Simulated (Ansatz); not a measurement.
Start from Ti in the hcp (Mg type) structure (space group P6_3/mmc, No. 194; a = 2.936 Å, c = 4.636 Å).

Computed with r2SCAN (Ansatz, a first-principles code), scalar-relativistic without spin-orbit coupling.

Base values:

| Quantity | Value |
|---|---|
| Shortest interatomic distance | 2.872 Å |

Perturbation: every Ti is replaced by Hf; the structure is relaxed again.

Tabulated Pauling electronegativity and covalent radius: Ti 1.54, 1.60 Å; Hf 1.30, 1.75 Å.

Q: Estimate the effect on the shortest interatomic distance.

A: The shortest interatomic distance rises by 0.255 Å to 3.127 Å.

Stability against distortions was not tested. The final runs are not spin-polarised.
